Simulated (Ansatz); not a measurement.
# Equilibrium volume per atom of InAs (model structure, within 0.1 Å of Fm-3m, No. 225, 8 atoms in the cell) at several levels of theory

No measured value is used here.

```json
[
 {"level (code)": "PBE (Ansatz)", "value (Å³/atom)": "23.77"},
 {"level (code)": "PBEsol (Ansatz)", "value (Å³/atom)": "22.57"},
 {"level (code)": "PBE-D3(BJ) (Ansatz)", "value (Å³/atom)": "22.79"}
]
```

Ansatz's density-functional and Hartree–Fock values are scalar-relativistic unless marked +SOC, with PAW data made under PBE.

A model structure was made by putting elements into a prototype or built by hand; it is no filed structure, need not be a known phase, and can be a saddle point held by its symmetry.

Ansatz is a program for electronic structure.
